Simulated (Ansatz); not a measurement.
The reference is WS₂ in the 2H-MoS2 type structure (space group P6_3/mmc, No. 194; a = 3.1148 Å, c = 11.7731 Å; layered, stacked along the Cartesian z axis).

Calculations: PBEsol-D3(BJ), PAW, 420 eV (Ansatz, a program for electronic structure; without spin-orbit coupling).

Before the change:

The valence-band top at Γ is 0.00, -1.26, -1.60 eV.

The change: a free-standing slab of 4 layers (12 atoms, 3 a layer) is cut normal to the stacking axis, with 15 Å of vacuum and the in-plane cell relaxed.

How does this affect the thickness between the outermost nuclei?

The thickness between the outermost nuclei comes out as 20.82 Å.

Estimate the effect on the valence-band top at Γ.

The valence-band top at Γ (three highest levels, from the VBM) changes from 0.00, -1.26, -1.60 eV to 0.00, -0.22, -0.62 eV.

With W present, leaving out spin-orbit coupling can change the band edges. The levels and masses belong to the bands next to the band gap. Stability against distortions was not tested.
